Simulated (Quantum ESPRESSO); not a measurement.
**Sensitivity of a calculation on MgScSe₃ (C2/m, 10 atoms in the cell) to its settings**

```
MgScSe3
1.0
    3.52991    -6.34908     0.00000
    3.52991     6.34908     0.00000
   -3.30728     0.00000     5.93255
Mg Sc Se
2 2 6
Cartesian
  3.52991  -2.09202   0.00000
  3.52991   2.09202   0.00000
  0.32884   0.00000   1.90465
  3.42371   0.00000   4.02791
  2.53332  -4.21465   1.33951
  1.21923   4.21465   4.59304
  1.21923  -4.21465   4.59304
  2.53332   4.21465   1.33951
  0.87775   0.00000   4.40676
  2.87480   0.00000   1.52579
```

Base run A: LDA (PZ), GBRV 1.5 ultrasoft (LDA) pseudopotentials (Quantum ESPRESSO), self-consistent single point.

Its settings: ecutwfc = 50 Ry; ecutrho = 400 Ry; occupations = smearing; smearing = gauss; degauss = 0.0036749 Ry; potentials = {Mg: mg_lda_v1.4.uspp.F.UPF, Sc: sc_lda_v1.uspp.F.UPF, Se: se_lda_v1.uspp.F.UPF}; K_POINTS = automatic 4 4 4 0 0 0; conv_thr = 1e-09 Ry; mixing_beta = 0.4.

The starting cell comes from a database of computed structures (which also holds hypothetical and non-ambient phases and stackings), without a prior relaxation at this level. In the base run, with a pressure of about -4 GPa the cell is away from its equilibrium volume at this level.

A dash stands where there is no value to compare (another energy zero or no entropy term, no result, no spin, no clean gap, or a mesh too coarse for one). 

Runs:
- B: HUBBARD: default → ortho-atomic; U Sc-3d 1 eV [LDA (PZ)+U]
- C: HUBBARD: default → ortho-atomic; U Sc-3d 2 eV [LDA (PZ)+U]

| run | pressure (GPa) | largest force (eV/Å) | Hubbard energy (eV/atom) |
|---|---|---|---|
| A | -3.62 | 0.210 | – |
| B | -3.22 | 0.145 | 0.134 |
| C | -2.81 | 0.129 | 0.258 |

Run B against A: The pressure goes from -3.62 to -3.22 GPa and the largest force goes from 0.210 to 0.145 eV/Å.

Run C against A: The pressure goes from -3.62 to -2.81 GPa and the largest force goes from 0.210 to 0.129 eV/Å.
